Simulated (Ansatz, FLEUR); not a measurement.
A FLEUR input for a self-consistent single point of CsCaH₃ (Pm-3m, 5 atoms in the cell) (DFT, LDA (Perdew-Zunger), all-electron FLAPW (FLEUR), scalar-relativistic valence):

Input of the input generator:

```
scf CsCaH3
&input film=f /
1.0000000000 0.0000000000 0.0000000000
0.0000000000 1.0000000000 0.0000000000
0.0000000000 0.0000000000 1.0000000000
8.7327834699
1.0 1.0 1.0

5
55 0.0000000000 0.0000000000 0.0000000000
20 0.5000000000 0.5000000000 0.5000000000
1 0.5000000000 0.0000000000 0.5000000000
1 0.0000000000 0.5000000000 0.5000000000
1 0.5000000000 0.5000000000 0.0000000000

&comp jspins=1 /
&exco xctyp='pz' /
&kpt div1=6 div2=6 div3=6 gamma=t /
&end /
```

```xml
<?xml version="1.0" encoding="UTF-8" standalone="no"?>
<fleurInput fleurInputVersion="0.39">
   <comment>
      scf CsCaH3                                                                                          
   </comment>
   <calculationSetup>
      <cutoffs Kmax="4.7" Gmax="18.8" GmaxXC="18.8" numbands="0"/>
      <scfLoop itmax="60" minDistance="0.00001" maxIterBroyd="99" imix="Anderson" alpha="0.05" precondParam="0.0" spinf="2.0"/>
      <coreElectrons ctail="T" frcor="F" kcrel="0" coretail_lmax="0"/>
      <xcFunctional name="pz" relativisticCorrections="F"/>
      <magnetism jspins="1"/>
      <soc l_soc="F" theta="0.0" phi="0.0" spav="F"/>
      <expertModes spex="0" secvar="F"/>
      <geometryOptimization l_f="T" forcealpha="1.0" forcemix="BFGS" epsdisp="0.00001" epsforce="0.00001"/>
      <ldaU l_linMix="F" mixParam="0.05" spinf="1.0"/>
   </calculationSetup>
   <cell>
      <bzIntegration valenceElectrons="22.0" mode="hist" fermiSmearingEnergy="0.00036749">
         <kPointListSelection listName="default-1"/>
         <!-- k-points included here -->
         <xi:include xmlns:xi="http://www.w3.org/2001/XInclude" href="kpts.xml"> </xi:include>
      </bzIntegration>
      <!-- symmetry operations included here -->
      <xi:include xmlns:xi="http://www.w3.org/2001/XInclude" href="sym.xml"> </xi:include>
      <bulkLattice scale="1.0">
         <bravaisMatrix>
            <row-1>    8.7327834698999993     0.0000000000000000     0.0000000000000000</row-1>
            <row-2>    0.0000000000000000     8.7327834698999993     0.0000000000000000</row-2>
            <row-3>    0.0000000000000000     0.0000000000000000     8.7327834698999993</row-3>
         </bravaisMatrix>
      </bulkLattice>
   </cell>
   <atomSpecies>
      <species name="Cesium (Cs)" element="Cs" atomicNumber="55">
         <mtSphere radius="2.68" gridPoints="925" logIncrement="0.014"/>
         <atomicCutoffs lmax="10" lnonsphr="8"/>
         <electronConfig flipSpins="F">
            <coreConfig>(1s1/2) (2s1/2) (2p1/2) (2p3/2) (3s1/2) (3p1/2) (3p3/2) (4s1/2) (3d3/2) (3d5/2) (4p1/2) (4p3/2) (4d3/2) (4d5/2)</coreConfig>
            <valenceConfig>(5s1/2) (5p1/2) (5p3/2) (6s1/2)</valenceConfig>
            <stateOccupation state="(6s1/2)" spinUp="0.5" spinDown="0.5"/>
         </electronConfig>
         <energyParameters s="6" p="6" d="5" f="4"/>
         <lo type="SCLO" l="0" n="5" eDeriv="0"/>
         <lo type="SCLO" l="1" n="5" eDeriv="0"/>
      </species>
      <species name="Calcium (Ca)" element="Ca" atomicNumber="20">
         <mtSphere radius="2.68" gridPoints="925" logIncrement="0.013"/>
         <atomicCutoffs lmax="10" lnonsphr="8"/>
         <electronConfig flipSpins="F">
            <coreConfig>(1s1/2) (2s1/2) (2p1/2) (2p3/2)</coreConfig>
            <valenceConfig>(3s1/2) (3p1/2) (3p3/2) (4s1/2)</valenceConfig>
         </electronConfig>
         <energyParameters s="4" p="4" d="3" f="4"/>
         <lo type="SCLO" l="0" n="3" eDeriv="0"/>
         <lo type="SCLO" l="1" n="3" eDeriv="0"/>
      </species>
      <species name="Hydrogen (H)" element="H" atomicNumber="1">
         <mtSphere radius="1.23" gridPoints="427" logIncrement="0.02"/>
         <atomicCutoffs lmax="6" lnonsphr="4"/>
         <electronConfig flipSpins="F">
            <coreConfig></coreConfig>
            <valenceConfig>(1s1/2)</valenceConfig>
            <stateOccupation state="(1s1/2)" spinUp="0.5" spinDown="0.5"/>
         </electronConfig>
         <energyParameters s="1" p="2" d="3" f="4"/>
      </species>
   </atomSpecies>
   <atomGroups>
      <atomGroup species="Cesium (Cs)">
         <relPos label="                   1">.0000000000 .0000000000 .0000000000</relPos>
         <force calculate="T" relaxXYZ="TTT"/>
      </atomGroup>
      <atomGroup species="Calcium (Ca)">
         <relPos label="                   2">1.000/2.000 1.000/2.000 1.000/2.000</relPos>
         <force calculate="T" relaxXYZ="TTT"/>
      </atomGroup>
      <atomGroup species="Hydrogen (H)">
         <relPos label="                   3">1.000/2.000 .0000000000 1.000/2.000</relPos>
         <relPos label="                   4">.0000000000 1.000/2.000 1.000/2.000</relPos>
         <relPos label="                   5">1.000/2.000 1.000/2.000 .0000000000</relPos>
         <force calculate="T" relaxXYZ="TTT"/>
      </atomGroup>
   </atomGroups>
   <output dos="F" band="F" slice="F">
      <checks vchk="F" cdinf="F"/>
      <bandDOS minEnergy="-.5*Htr" maxEnergy="0.5*Htr" sigma="0.015" storeEVData="T"/>
      <vacuumDOS vacdos="F" integ="F" star="F" nstars="0" locx1="0.0" locy1="0.0" locx2="0.0" locy2="0.0" nstm="0" tworkf="0.0"/>
      <unfoldingBand unfoldBand="F" supercellX="1" supercellY="1" supercellZ="1"/>
      <plotting iplot="0" polar="F">
         <plot TwoD="T" vec1="  1.0  0.0  0.0" vec2="  0.0  1.0  0.0" vec3="  0.0  0.0  1.0" zero="  0.0  0.0  0.0" file="plot"/>
      </plotting>
      <chargeDensitySlicing numkpt="0" minEigenval="0.0" maxEigenval="0.0" nnne="0" pallst="F"/>
      <specialOutput eonly="F"/>
      <magneticCircularDichroism mcd="F" energyLo="-10.0" energyUp="0.0"/>
   </output>
  <!-- We include the file relax.xml here to enable relaxations (see documentation) -->
  <xi:include xmlns:xi="http://www.w3.org/2001/XInclude" href="relax.xml"> <xi:fallback/> </xi:include>
</fleurInput>
```

Give the Ansatz (a program for electronic structure) input for the same structure, mesh, smearing and functional.

This is the input that was run; spellings and numerical settings could be chosen otherwise.

Ansatz 0.2 input:
```yaml
crystal:
  lattice:
    - [4.62119000, 0.00000000, 0.00000000]
    - [0.00000000, 4.62119000, 0.00000000]
    - [0.00000000, 0.00000000, 4.62119000]
  atoms:
    - { symbol: Cs, position: [0.00000000, 0.00000000, 0.00000000] }
    - { symbol: Ca, position: [0.50000000, 0.50000000, 0.50000000] }
    - { symbol: H, position: [0.50000000, 0.00000000, 0.50000000] }
    - { symbol: H, position: [0.00000000, 0.50000000, 0.50000000] }
    - { symbol: H, position: [0.50000000, 0.50000000, 0.00000000] }
basis:
  ecutwfc: 30.9 Ry
kpoints:
  mp_grid: { grid: [6, 6, 6] }
hamiltonian:
  xc: lda
  pseudopotentials: { kind: paw }
scf:
  occupations: { method: fermi_dirac, width: 0.0007 Ry }
output:
  forces: true
  eigenvalues: true
  stress: true
```

Basis, cutoffs, solver keys and any potentials are the target program's own. This input uses DFT, LDA (PW92), plane waves, default PAW files made with PBE. LDA parametrisations can differ slightly between programs. The width in Ry is rounded to four decimals. Both were run: gap on the mesh 2.808 eV in FLEUR and 2.810 in Ansatz.

On FLEUR: the starting cell comes from a database of computed structures (which also holds hypothetical and non-ambient phases and stackings), without a prior relaxation at this level. Values depend on the basis (sphere radii, cutoffs, local orbitals), which need not be converged.

On Ansatz: the starting cell comes from a database of computed structures (which also holds hypothetical and non-ambient phases and stackings), without a prior relaxation at this level.
